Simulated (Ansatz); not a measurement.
## AlN, response to strain

The parent structure is AlN in the wurtzite structure (space group P6_3mc, No. 186).

```
AlN
1.0
    3.13023     0.00000     0.00000
   -1.56512     2.71086     0.00000
    0.00000     0.00000     5.01801
Al N
2 2
Direct
  0.33333   0.66667   0.00023
  0.66667   0.33333   0.50023
  0.33333   0.66667   0.38177
  0.66667   0.33333   0.88177
```

Strains are applied to the cell and any free atomic positions relax.

Level of theory: PBE (Ansatz, a first-principles code, PAW, scalar-relativistic without spin-orbit coupling).

Notes on the quantities. pressure: mean of the normal stresses, compression positive; energy relative to the base: free energy F.

| change | pressure | band gap | volume per atom | energy relative to the base |
|---|---|---|---|---|
| base | 0.00 GPa | 4.03 eV | 10.65 Å³ | 0 meV/atom |
| isotropic strain −3.00 % | 21.11 GPa | 4.84 eV | 9.72 Å³ | +57 meV/atom |
| isotropic strain −2.40 % | 16.24 GPa | [?] | 9.90 Å³ | +36 meV/atom |
| isotropic strain −1.80 % | [?] | 4.51 eV | 10.08 Å³ | +20 meV/atom |
| isotropic strain −1.20 % | 7.52 GPa | 4.35 eV | 10.27 Å³ | [?] |
| isotropic strain −0.60 % | 3.62 GPa | 4.19 eV | 10.45 Å³ | [?] |

### Question
Fill in the withheld entries from the trend.

### Answer

- isotropic strain −2.40 %, band gap: 4.67 eV
- isotropic strain −1.80 %, pressure: 11.72 GPa
- isotropic strain −1.20 %, energy relative to the base: +8.7 meV/atom
- isotropic strain −0.60 %, energy relative to the base: +2.1 meV/atom

Semilocal Kohn–Sham gaps tend to fall short of experiment. Stability against distortions was not tested.
